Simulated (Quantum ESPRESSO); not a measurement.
**Pressure against volume in hcp Y (space group 194) (Quantum ESPRESSO, LDA)**

```
CELL_PARAMETERS angstrom
      3.43455     0.00000     0.00000
     -1.71728     2.97441     0.00000
      0.00000     0.00000     5.39178
ATOMIC_POSITIONS crystal
  Y  0.66667 0.33333 0.75000
  Y  0.33333 0.66667 0.25000
```

Level of theory: LDA (PZ), GBRV 1.5 ultrasoft (LDA) pseudopotentials (plane waves; Quantum ESPRESSO 7.5). Settings: ecutwfc = 52 Ry; ecutrho = 416 Ry; occupations = smearing; smearing = fd; degauss = 0.0036749 Ry; potentials = {Y: y_lda_v1.4.uspp.F.UPF}; K_POINTS = automatic 22 22 12 0 0 0; conv_thr = 1e-10 Ry; mixing_beta = 0.4. The cell above is the first row's. The rows scale it uniformly. In all rows fractional positions and the k mesh are held.

| V (Å^3/atom) | P (GPa) |
|---|---|
| 27.5406 | ? |
| 28.1393 | 2.96 |
| 28.7380 | 1.87 |
| 29.3367 | 0.87 |
| 29.9354 | -0.05 |
| 30.5341 | -0.90 |
| 31.1328 | -1.69 |
| 31.7315 | -2.43 |
| 32.3302 | -3.11 |

**Question.** Fit P against V with a cubic, and predict the withheld value at V = 27.5406.

**Answer.** With u = V - 30.2, the rows have u = -2.0607, -1.4620, -0.8633, -0.2646, 0.3341, 0.9328, 1.5315, 2.1302. Least squares gives P = -0.435 - 1.4282·u + 0.09363·u² - 0.00612·u³. Residuals (row less fit): 0.001, -0.002, -0.002, 0.000, 0.002, 0.001, -0.005, 0.002; standard error 0.003 (degrees of freedom: 4). The fitted pressure is zero at V0 = 29.90, where dP/dV = -1.486, so B0 = -V0·dP/dV = 44.4 GPa. At the withheld row, u = -2.6594, so P = -0.435 - 1.4282 × (-2.6594) + 0.09363 × (-2.6594)² - 0.00612 × (-2.6594)³ = 4.140 GPa. The calculation gives 4.14 GPa, which the fit meets to the printed digits. The row lies outside the fitted rows, so this is an extrapolation. From the scatter of the fitted rows alone, a prediction at this place has a standard error of 0.009 GPa, so the miss is 0.0 times that.

Carrying the step between the two nearest rows on in a straight line would have given 4.05, off by 0.09; series whose last step already gives the withheld value aren't shown. The reference cell has the volume at which an earlier scan in this program and functional put its minimum by a fit; axis ratios and inner coordinates come from a measured-size cell. The runs keep the symmetry of the cell, so they don't test it for distortions. The shape of the cell and the inner coordinates aren't relaxed, so V0 and B0 belong to this uniform scaling; a relaxed crystal lies no higher in energy and is usually softer. Cutoffs and mesh are single choices, not tested for convergence of this quantity. Series with a scatter that would blur these digits, or in which a gap closes, are not shown.
